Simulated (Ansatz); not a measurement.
Hops of point defects in rutile TiO2, each between lowest sites run for its defect: PBE bands (Ansatz, a first-principles code, plane waves to 420 eV, PAW, climbing-image NEB) beside r2SCAN single points (500 eV) at the PBE geometries. Static nuclei, no finite-size correction. The rows are a random draw from the bands that converged and passed our checks of state and shape. Saddle orders were checked for a part of the study's bands only and are not shown. Vacancies start on their lattice site; split forms were not set up. Charge states are imposed.

| Row | Defect | Route | Hop (Å) | Cell and PBE mesh | r2SCAN k-points | PBE barrier x (eV) | r2SCAN barrier y (eV) |
|---|---|---|---|---|---|---|---|
| 1 | interstitial Al, charge +3 | Al moves farthest | 1.48 | 72 sites, one k-point at (0.250, 0.250, 0.250) | same mesh | 0.21 | 0.20 |
| 2 | O vacancy, charge +2 | a nearby O jumps into the vacancy | 2.86 | 72 sites, one k-point at (0.250, 0.250, 0.250) | same mesh | 2.20 | 2.32 |
| 3 | interstitial Mg, charge +2 | Mg moves farthest | 1.46 | 72 sites, one k-point at (0.250, 0.250, 0.250) | same mesh | 0.25 | 0.29 |
| 4 | O vacancy, charge +2 | a nearby O jumps into the vacancy | 2.64 | 72 sites, one k-point at (0.250, 0.250, 0.250) | same mesh | 1.04 | 1.13 |
| 5 | interstitial O, charge -2 | O moves farthest | 2.21 | 72 sites, one k-point at (0.250, 0.250, 0.250) | same mesh | 1.07 | 0.98 |
| 6 | interstitial N, charge -1 | O moves farthest | 1.60 | 72 sites, one k-point at (0.250, 0.250, 0.250) | same mesh | 0.90 | 0.94 |
| 7 | interstitial N, charge -1 | N moves farthest | 2.95 | 72 sites, one k-point at (0.250, 0.250, 0.250) | same mesh | 1.99 | ? |

**Question.** Fit a straight line y = a x + b to rows 1 to 6, predict row 7, and compare with the computed value.

**Answer.** Means: x̄ = 0.945, ȳ = 0.977 eV. Sums: Sxx = 2.625, Sxy = 2.751 eV². So a = Sxy/Sxx = 1.048 and b = ȳ − a x̄ = -0.013 eV, with a scatter of 0.07 eV about the line. Row 7: 1.048 × 1.99 − 0.013 ≈ 2.07 eV. The computed r2SCAN value is 2.15 eV, +0.08 eV from the line, beyond the scatter. The line only summarises these rows of one host.
